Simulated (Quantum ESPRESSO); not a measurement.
Quantum ESPRESSO is run on ZnBiF5 (P1, 14 atoms in the cell), and the run fails. The aim is a self-consistent single point with DFT, PBEsol, plane waves, PSlibrary ultrasoft (PBE) pseudopotentials.

Cell that was meant: a = 5.8134 Å, b = 5.8156 Å, c = 8.3715 Å, α = 100.18°, β = 108.04°, γ = 107.43°.

Part of the input:

```fortran
&SYSTEM
  ibrav = 0
  nat = 14
  ntyp = 4
  ecutwfc = 55
  ecutrho = 550
  occupations = 'smearing'
```

Output, abridged:

```
     This program is part of the open-source Quantum ESPRESSO suite
     for quantum simulation of materials; please cite

 %%%%%%%%%%%%%%%%%%%%%%%%%%%%%%%%%%%%%%%%%%%%%%%%%%%%%%%%%%%%%%%%%%%%%%%%%%%%%%
     Error in routine  card_atomic_species (5010):
     cannot read atomic specie from: CELL_PARAMETERS {angstrom}
 %%%%%%%%%%%%%%%%%%%%%%%%%%%%%%%%%%%%%%%%%%%%%%%%%%%%%%%%%%%%%%%%%%%%%%%%%%%%%%

     stopping ...
```

Q: Read the log: what does the program object to, and what is the fix?

A: The fault is a species count that does not match the list of species. The number of species decides how many lines of the species card are read. To fix it, make the count match the list. The program stopped before any SCF iteration.

An input that runs soundly differs in these lines (not the only fix; some lines may just follow from the change or write a value another way):
```diff
-  ntyp = 4
+  ntyp = 3
```

With that input, the run converged in 13 iterations: free energy E − TS -14855.8311 eV; top of the valence band (on the code's own zero) 1.89 eV; gap on the k-point mesh 3.93 eV; pressure -4.12 GPa; largest force (vector length) 0.326 eV/Å (DFT, PBEsol, plane waves, PSlibrary ultrasoft (PBE) pseudopotentials).

On the sound input: the starting cell comes from a database of computed structures (which also holds hypothetical and non-ambient phases and stackings), without a prior relaxation at this level. Spin-orbit coupling is off. With a pressure of about -4 GPa the cell is away from its equilibrium volume at this level.
